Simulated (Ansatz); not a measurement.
The reference is C in the diamond structure (space group Fd-3m, No. 227; a = 3.5603 Å). Axes: x, y, z lie along the cube axes.

All numbers come from r2SCAN in Ansatz (plane waves to 500 eV, PAW, without spin-orbit coupling).

The change: the cell is scaled by 0.9830 in all directions, atoms relaxed at fixed cell.

Task: Predict the stress tensor and what it implies for the stiffness.

Result: Stress of the strained cell less that of the base (GPa, compression positive):
```
  25.46    0.00    0.00
   0.00   25.46    0.00
   0.00    0.00   25.46
```

Then B = −ΔP/(ΔV/V₀) with ΔV/V₀ = -0.0501 gives secant stiffness values (nonlinear terms included at this strain): B ≈ 508 GPa.

As a check, the harmonic strain energy −½ V₀ Δσ:ε is 23 meV/atom; the computed energy rise is 22 meV/atom.

Stability against distortions was not tested.

Ansatz is a first-principles code.
